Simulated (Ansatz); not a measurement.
# How the band gap of B2O3 (P3₁21, No. 152) moves with the method

No measured value is used here.

| level (code) | value (eV) | cell (Å³/atom) |
|---|---|---|
| LDA (Ansatz) | 6.38 | 8.56 |
| PBEsol (Ansatz) | 6.38 | 9.14 |
| r²SCAN (Ansatz) | 7.35 | 9.14 |
| r²SCAN-D4 (Ansatz) | 7.39 | 8.97 |
| r²SCAN+rVV10 (Ansatz) | 7.38 | 8.88 |
| HSE06 (Ansatz) | 8.47 | 9.14 |
| G0W0@PBEsol (Ansatz) | 9.74 ± 0.01 (indirect) | 9.13 |

Computed values are for a static lattice.  A ± on a computed value is a rough bar: the spread of its extrapolation, a floor set from checks against published values, or a statistical error. LDA, PBEsol, r²SCAN, r²SCAN-D4, r²SCAN+rVV10, HSE06: the gap is read on the k mesh or supercell of the run alone and can be too large. Values are at the level's own relaxed cell; HSE06 at the r²SCAN cell; G0W0@PBEsol at the PBEsol cell. K meshes differ between the levels. Ansatz's density-functional and Hartree–Fock values are scalar-relativistic unless marked +SOC, with PAW data made under PBE.

Ansatz is a quantum-chemistry and plane-wave program.
